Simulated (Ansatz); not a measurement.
PtSe₂ in the 2H-MoS2 type structure (space group P6_3/mmc, No. 194; a hypothetical phase, not in the database extracts checked; layered, stacked along the Cartesian z axis)

PtSe$_{2}$ is taken in the hexagonal space group P6₃/mmc (No. 194), Pearson symbol hP6. Cell: a = b = 3.505 Å, c = 10.739 Å, α = β = 90.00°, γ = 120.00°. Pt on 2d has 6 Se at 2.536 Å (trigonal prismatic). Se on 4f is coordinated by 3 Pt at 2.536 Å (trigonal pyramidal). (Neighbours: up to the widest gap in distance over summed covalent radii, below 1.35, at either atom; cation-cation and far metal-metal contacts left out.)

The values are results of Ansatz (a quantum-chemistry and plane-wave program), PBEsol-D3(BJ), PAW, cutoff 420 eV, without spin-orbit coupling, not measurements. Γ-centred 15×15×5 mesh, Fermi–Dirac width 0.05 eV.

```yaml
volume_per_atom: 19.04 Å³
density: 10.26 g/cm³
band_gap: zero
total_energy: -7744.532 eV/atom (σ→0; compares only within this code and set-up)
```

Stability against distortions was not tested. The final runs are not spin-polarised. PtSe2 has a high density of states at the Fermi level and may be magnetic at this level.
